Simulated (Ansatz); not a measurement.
Defect migration in fcc Al: Zn-vacancy pair (Zn on one host Al site, one Al site vacant), neutral cell. The step: a nearby Al atom hops onto the vacant site (Zn-vacancy distance between ideal sites 2.86 Å throughout); the atom moves 2.77 Å along (-0.48, 0.48, 0.00) of the unit cell; the moving atom starts with neighbours 3 Al at 2.82, Al at 2.85, Al at 2.86, 4 Al at 2.88, Al at 2.90; Zn at 2.80 Å and ends with 3 Al at 2.82, Al at 2.85, Al at 2.86, 3 Al at 2.88, Al at 2.89, Al at 2.90; Zn at 2.80 Å. DFT values are from Ansatz (plane-wave PAW, 420 eV unless said) in a cell of 32 host sites, spin-restricted, static, with no finite-size correction. Forms of the defect that were not tried may lie lower. For the PBE band: the saddle point's order was not checked, and it lies on a symmetry element of the cell, where a band can be held.

```tsv
Level	Forward barrier (eV)	Cost of the band or of the saddle's single point
CHGNet universal potential (has no charge state), its own band	0.16	-
PBE, a 4×4×4 k-point mesh shifted by half a step, band relaxed	0.56	around 40 core-minutes (rough)
PBE, a 6×6×6 k-point mesh shifted by half a step, same geometries	0.55	roughly 9 core-minutes
r2SCAN at 500 eV, a 4×4×4 k-point mesh shifted by half a step, same geometries	[?]	about 5 core-minutes (a rough figure)
```

### Question
Fill in the missing entries.

### Answer

- r2SCAN at 500 eV, a 4×4×4 k-point mesh shifted by half a step, same geometries, Forward barrier (eV): 0.67

Ansatz is a program for electronic structure.
